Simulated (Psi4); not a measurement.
Psi4 1.11, M06-L/def2-svp: C[Si](O)(O)[Al]([OH])[OH], 14 atoms. The geometry is a generated start, not checked to be a minimum at this level.

```json
{
 "task": "gradient",
 "method": "m06-l",
 "basis": "def2-svp",
 "memory": "7 GB",
 "scf_type": "df (default)",
 "guess": "auto, which took SAD (default)",
 "diis_max_vecs": "10 (default)",
 "scf_initial_accelerator": "adiis (default)",
 "e_convergence": "1e-08 (default)",
 "d_convergence": "1e-08 (default)",
 "basis functions (reference run)": "141",
 "grid points (reference run)": "2542887"
}
```

```xyz
14

Si    -0.5488    -0.4418    -0.1701
C     -1.6724     0.9854     0.4515
O     -0.9978    -0.7958    -1.7209
O     -0.9005    -1.8129     0.6396
Al     1.7955     0.0004     0.1591
O      2.7582    -1.2759     0.5712
O      2.1625     1.5891    -0.1246
H     -2.7141     0.8432     0.1758
H     -1.6207     1.0660     1.5322
H     -1.3471     1.9360     0.0397
H     -0.9308    -0.1158    -2.3832
H     -1.5509    -2.4102     0.2769
H      3.2094    -2.0740     0.8075
H      2.3575     2.5063    -0.2548
```
Charge 0, spin multiplicity 1.

Differences are taken against the run with dft_radial_points = 200, dft_spherical_points = 974, dft_pruning_scheme = none (default); no run here is proven converged. One run each, on a shared machine, so no times are given.

Settings tried, all else as in the reference:
- dft_radial_points = 35, dft_spherical_points = 110
- dft_radial_points = 75 (default), dft_spherical_points = 302 (default), dft_pruning_scheme = treutler
- dft_radial_points = 99, dft_spherical_points = 590, dft_pruning_scheme = treutler
- dft_radial_points = 99, dft_spherical_points = 590, dft_pruning_scheme = robust
- dft_radial_points = 25, dft_spherical_points = 50
- dft_radial_points = 75 (default), dft_spherical_points = 302 (default)
- dft_radial_points = 75 (default), dft_spherical_points = 434
- dft_radial_points = 99, dft_spherical_points = 590
- dft_radial_points = 75 (default), dft_spherical_points = 302 (default), dft_pruning_scheme = robust
- dft_radial_points = 150, dft_spherical_points = 770
- dft_radial_points = 50, dft_spherical_points = 194

Question: Which settings reproduce the reference to 1.0 meV/atom in energy, 10 meV/Å in forces (largest component)?

Answer: Within it: dft_radial_points = 150, dft_spherical_points = 770. Outside: dft_radial_points = 99, dft_spherical_points = 590; dft_radial_points = 99, dft_spherical_points = 590, dft_pruning_scheme = robust; dft_radial_points = 75 (default), dft_spherical_points = 302 (default), dft_pruning_scheme = robust; dft_radial_points = 75 (default), dft_spherical_points = 434; dft_radial_points = 75 (default), dft_spherical_points = 302 (default); dft_radial_points = 75 (default), dft_spherical_points = 302 (default), dft_pruning_scheme = treutler; dft_radial_points = 99, dft_spherical_points = 590, dft_pruning_scheme = treutler; dft_radial_points = 50, dft_spherical_points = 194; dft_radial_points = 35, dft_spherical_points = 110; dft_radial_points = 25, dft_spherical_points = 50.

```csv
setting,grid points,energy against the reference,difference in forces (largest component)
the reference,2542887,—,—
"dft_radial_points = 150, dft_spherical_points = 770",1516350,+0.0071 meV/atom,4.4 meV/Å
"dft_radial_points = 99, dft_spherical_points = 590",770649,+0.058 meV/atom,15 meV/Å
"dft_radial_points = 99, dft_spherical_points = 590, dft_pruning_scheme = robust",538619,+0.057 meV/atom,15 meV/Å
"dft_radial_points = 75 (default), dft_spherical_points = 302 (default), dft_pruning_scheme = robust",205891,−0.18 meV/atom,31 meV/Å
"dft_radial_points = 75 (default), dft_spherical_points = 434",431066,−0.11 meV/atom,33 meV/Å
"dft_radial_points = 75 (default), dft_spherical_points = 302 (default)",300397,−0.22 meV/atom,37 meV/Å
"dft_radial_points = 75 (default), dft_spherical_points = 302 (default), dft_pruning_scheme = treutler",165235,−0.34 meV/atom,83 meV/Å
"dft_radial_points = 99, dft_spherical_points = 590, dft_pruning_scheme = treutler",401195,−0.096 meV/atom,86 meV/Å
"dft_radial_points = 50, dft_spherical_points = 194",130621,−2.4 meV/atom,110 meV/Å
"dft_radial_points = 35, dft_spherical_points = 110",52029,−89 meV/atom,1000 meV/Å
"dft_radial_points = 25, dft_spherical_points = 50",16931,+110 meV/atom,790 meV/Å
```

Total energies are compared; such shifts often cancel in part in energy differences. The gradients leave out the derivatives of the grid weights. The tolerance is a choice made for this comparison.
